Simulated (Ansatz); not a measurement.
The parent structure is Mg3SnO in the anti-perovskite structure (space group Pm-3m, No. 221; a = 4.347 Å; a hypothetical phase, not in the database extracts checked). Axes: x, y, z lie along the cube axes.

Method: Ansatz (an electronic-structure program), PBEsol, PAW, cutoff 420 eV, spin-orbit coupling left out.

For the base:

The pressure is 0.0 GPa. The band gap is zero. The shortest interatomic distance is 4.107 bohr.

One thing is altered: the cell is stretched by 1.09 % along z with no lateral relaxation, atoms relaxed at fixed cell.

Problem. What happens to the energy relative to the base?

Solution. The energy goes up by 0.8 meV/atom.

Problem. What does the calculation give for the pressure after the change?

Solution. The pressure (mean of the normal stresses, compression positive) goes from zero to -0.8 GPa.

Problem. Predict the new band gap.

Solution. The band gap remains zero.

Problem. How does this affect the shortest interatomic distance?

Solution. The shortest interatomic distance is still 4.107 bohr.

Without a gap, meshes like the base's 11×11×11 leave anisotropic stresses uncertain by several tenths of a GPa, and small strain energies with them. The cells carry an imposed strain or load. No phonon test of stability was made. The final runs are not spin-polarised. A zero or small gap of Mg3SnO can be the functional's error rather than a property of the material.
